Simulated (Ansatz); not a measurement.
## ZrSe$_{2}$ in the CdI2 type structure (space group P-3m1, No. 164; layered, stacked along the Cartesian z axis)

Space group P-3m1 (No. 164); a = b = 3.7351 Å, c = 6.0315 Å, α = β = 90.00°, γ = 120.00°

| atom | site | symmetry | x | y | z |
|---|---|---|---|---|---|
| Zr | 1a | -3m. | 0.0000 | 0.0000 | 0.0000 |
| Se | 2d | 3m. | 0.3333 | 0.6667 | 0.2651 |

Calculations: PBE-D3(BJ) in Ansatz (plane waves to 420 eV, PAW, spin-orbit coupling left out). Settings: 14×14×8 k-points, 0.05 eV Fermi–Dirac smearing.

The volume per atom is 24.29 Å³ and the density is 5.68 g/cm³. The band gap is zero and the total energy is -5042.406 eV/atom (σ→0; compares only within this code and set-up).

Stability against distortions was not tested. All final runs are without spin polarisation. Gaps under 0.05 eV, about the width of the smearing, are given as zero. The zero or small gap of ZrSe2 can change with the level of theory.

Ansatz is a quantum-chemistry and plane-wave program.
